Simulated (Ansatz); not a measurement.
## Nb3Sn, pressure series

Take Nb3Sn in the A15 (Cr3Si type) structure (space group Pm-3n, No. 223; a = 5.2586 Å) as the base.

Cell and atoms are relaxed at each pressure.

Level of theory: plane-wave PAW DFT at the PBEsol level (Ansatz, a program for electronic structure, 420 eV), scalar-relativistic without spin-orbit coupling.

Notes on the quantities. enthalpy: H = E + PV relative to the base's energy.

```tsv
case	density	enthalpy
base	9.08 g/cm³	–
pressure −2 GPa	8.97 g/cm³	-0.23 eV/atom
pressure −1 GPa	9.02 g/cm³	-0.11 eV/atom
pressure 0.3 GPa	9.09 g/cm³	+0.03 eV/atom
pressure 0.7 GPa	9.11 g/cm³	+0.08 eV/atom
pressure 1.5 GPa	9.15 g/cm³	+0.17 eV/atom
pressure 3 GPa	9.23 g/cm³	+0.34 eV/atom
pressure 5 GPa	9.33 g/cm³	+0.56 eV/atom
pressure 7.5 GPa	9.44 g/cm³	+0.83 eV/atom
pressure 10 GPa	9.55 g/cm³	+1.10 eV/atom
```

Load acts through the strain it causes; cell and atoms are relaxed under it. Whether these cells are dynamically stable was not tested. No other phases were tried under pressure. The final runs are not spin-polarised.
